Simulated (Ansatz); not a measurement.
System: O vacancy in beta Ga2O3 (charge state +2). Level of theory: PBE, PAW (plane waves to 420 eV; Ansatz, a first-principles code).

Cell of 120 host sites held at the relaxed PBE lattice; the Γ point alone; Fermi-Dirac width 0.01 eV, spin-restricted; finite-size errors left in. Energies are static. The charge state is imposed; whether it is stable for some Fermi level was not computed. Forms of the defect that were not tried may lie lower. The start lies 0.15 eV above the lowest site run (PBE).

Barriers: single points on a 2×2×2 k-point mesh shifted by half a step at the bands' geometries (they differ from the bands' own by up to 0.05 eV, and are uncertain by about as much).

The step: a nearby O atom hops onto the vacant site (strongly reconstructed ends). Atoms about the jump, Cartesian Å from the middle of the jump, before and after:

```tsv
atom	x0	y0	z0	x1	y1	z1
O1	-0.77	0.76	-1.06	0.77	-0.76	1.06
Ga2	-0.10	-0.77	-1.78	0.94	-1.22	-0.65
Ga3	0.33	0.94	2.33	0.40	0.77	2.22
O4	0.74	2.29	0.99	0.77	2.31	1.06
O5	-1.50	0.77	1.76	-1.50	0.77	1.78
Ga6	0.28	2.29	-0.82	0.94	2.77	-0.65
Ga7	0.33	-2.48	2.33	0.37	-2.33	2.21
O8	3.16	0.75	-0.31	3.20	0.77	-0.35
O9	2.27	0.72	2.75	2.34	0.77	2.82
O10	0.21	-0.77	3.40	0.24	-0.77	3.58
O11	-0.77	-2.30	-1.06	-0.59	-2.21	-1.12
O12	1.65	-0.77	-2.30	1.70	-0.73	-2.23
```

**Question.** Where do these atoms stand at the saddle point, and how high is it?

**Answer.** 
```
atom      x      y      z
----  -----  -----  -----
O1     0.52  -0.09   0.50
Ga2    0.59  -1.13  -0.88
Ga3    0.38   0.86   2.17
O4     0.84   2.44   1.08
O5    -1.56   0.86   1.87
Ga6    0.58   2.37  -0.68
Ga7    0.33  -2.40   2.29
O8     3.27   0.78  -0.34
O9     2.30   0.76   2.78
O10    0.21  -0.76   3.44
O11   -0.67  -2.40  -1.18
O12    1.69  -0.80  -2.28
```
It lies 1.56 eV above the start and 0.77 eV above the end. The saddle point's order was not checked.
